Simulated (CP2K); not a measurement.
Input and output of a self-consistent single point for MnBr2 (R-3m, 3 atoms in the cell) (CP2K).

Level of theory: CP2K with PBEsol, GPW, DZVP-MOLOPT-SR-GTH basis, GTH-PBE potentials (GTH_POTENTIALS).

```xyz
3
Lattice="6.9718 0.0000 0.0000 5.8952 3.7219 0.0000 5.8952 1.7052 3.3083" Properties=species:S:1:pos:R:3 pbc="T T T"
Mn     0.0000     0.0000     0.0000
Br    13.9330     4.0303     2.4568
Br     4.8293     1.3969     0.8515
```
Moments meant for the start (each program seeds them in its own way; μB, in the order of the atoms Mn Br Br): 4.0 0.0 0.0.

Reference input (self-consistent single point, DFT LDA (Pade form), GPW, DZVP-MOLOPT-SR-GTH basis, GTH-PADE potentials (GTH_POTENTIALS)): UKS = T; CUTOFF = 600 Ry; REL_CUTOFF = 60 Ry; SMEAR/METHOD = FERMI_DIRAC; ELECTRONIC_TEMPERATURE = 232.09 K; KPOINTS/SCHEME = MONKHORST-PACK 5 5 5; XC_FUNCTIONAL = PADE; Mn/BASIS_SET = DZVP-MOLOPT-SR-GTH-q15; Mn/POTENTIAL = GTH-PADE-q15; Br/BASIS_SET = DZVP-MOLOPT-SR-GTH-q7; Br/POTENTIAL = GTH-PADE-q7; MULTIPLICITY = 6. This run's input differs from it in these lines:

```diff
@@ -45,3 +45,6 @@
     &XC
-      &XC_FUNCTIONAL PADE
+      &XC_FUNCTIONAL
+        &PBE
+          PARAMETRIZATION PBESOL
+        &END PBE
       &END XC_FUNCTIONAL
@@ -78,3 +81,3 @@
       BASIS_SET DZVP-MOLOPT-SR-GTH-q15
-      POTENTIAL GTH-PADE-q15
+      POTENTIAL GTH-PBE-q15
       MAGNETIZATION 4
@@ -83,3 +86,3 @@
       BASIS_SET DZVP-MOLOPT-SR-GTH-q7
-      POTENTIAL GTH-PADE-q7
+      POTENTIAL GTH-PBE-q7
     &END KIND
```

Output (repeated stretches shortened):

```
 SCF WAVEFUNCTION OPTIMIZATION

  Step     Update method      Time    Convergence         Total energy    Change
     1 NoMix/Diag. 0.30E+00      -     0.91811688      -130.7896826343 -1.31E+02
     2 Broy./Diag. 0.30E+00      -     0.01231170      -130.8830661706 -9.34E-02
     3 Broy./Diag. 0.30E+00      -     0.03671075      -130.7868248002  9.62E-02
     4 Broy./Diag. 0.30E+00      -     0.01078638      -130.7500098814  3.68E-02
     5 Broy./Diag. 0.30E+00      -     0.00540403      -131.0217250510 -2.72E-01
     6 Broy./Diag. 0.30E+00      -     0.00548452      -130.8597338245  1.62E-01
   [... 13 lines left out ...]
    20 Broy./Diag. 0.30E+00      -     0.00001073      -130.8159946564 -5.54E-04
    21 Broy./Diag. 0.30E+00      -     0.00000186      -130.8162257511 -2.31E-04
    22 Broy./Diag. 0.30E+00      -     0.00000373      -130.8161838983  4.19E-05
    23 Broy./Diag. 0.30E+00      -     0.00000033      -130.8160953754  8.85E-05
  *** SCF run converged in    23 steps ***

  Overlap energy of the core charge distribution:               0.00000000000002
  Self energy of the core charge distribution:               -229.18462891130369
  Core Hamiltonian energy:                                     60.59138123953631
  Hartree energy:                                              54.46785028195432
  Exchange-correlation energy:                                -16.69069798562057
  Electronic entropic energy:                                  -0.00000000000000
  Fermi energy:                                                 0.11822659760214

  Total energy:                                              -130.81609537543360
  Total energy (extrapolated to T->0):                       -130.81609537543360

   [... lines left out ...]

 STRESS| Analytical stress tensor [bar]
 STRESS|                        x                   y                   z
 STRESS|      x       -1.05772709894E+04   3.63432934321E+02   2.21542375104E+02
 STRESS|      y        3.63432934321E+02  -1.17284964897E+04   6.40628652917E+01
 STRESS|      z        2.21542375104E+02   6.40628652917E+01  -1.17946435951E+04
 STRESS| 1/3 Trace                                            -1.13668036914E+04
```

The run converged in 23 iterations. Against the reference run the pressure goes from -3.06 to -1.14 GPa, the largest force goes from 0.319 to 0.117 eV/Å, the gap on the mesh goes from 1.694 to 1.836 eV and the size of the net moment stays at 1.67 μB/atom.

The starting cell comes from a database of computed structures (which also holds hypothetical and non-ambient phases and stackings), without a prior relaxation at this level. With one magnetic atom in the cell only a parallel order is possible. Values carry the incompleteness of an atom-centred basis. The potentials were made for another functional than the one used.

Cost on one core of a shared machine: roughly 3 min.
